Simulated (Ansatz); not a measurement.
A computed series for WSi2: response to strain

Start from WSi2 (space group I4/mmm, No. 139; relaxed with 0.1 eV smearing).

```
WSi2
1.0
   -1.61445     1.61445     3.93487
    1.61445    -1.61445     3.93487
    1.61445     1.61445    -3.93487
Si W
2 1
Direct
  0.66548   0.66548   0.00000
  0.33452   0.33452   0.00000
  0.00000   0.00000   0.00000
```

Cartesian axes are those of the cell as printed.

Strains are applied to the cell and any free atomic positions relax; under biaxial strain the out-of-plane vector relaxes too.

All numbers come from Ansatz (an electronic-structure program) PBE, without spin-orbit coupling.

```tsv
biaxial strain, plane normal [001], relaxed out of plane (%)	out-of-plane strain (%)
0	0.00
0.5	-0.18
1	-0.34
1.5	?
2	-0.65
2.5	-0.80
3	-0.94
```

Q: Fit ε⊥ = −νε + γε² (strains in %) to the rows shown and predict the withheld row.

A: Least squares on the printed values gives ν = 0.35 (the biaxial Poisson response) and γ = 0.014 (largest residual 0.01 %); this predicts -0.50 %, and the run gives -0.50 %, in agreement.

No phonon test of stability was made. All final runs are without spin polarisation.
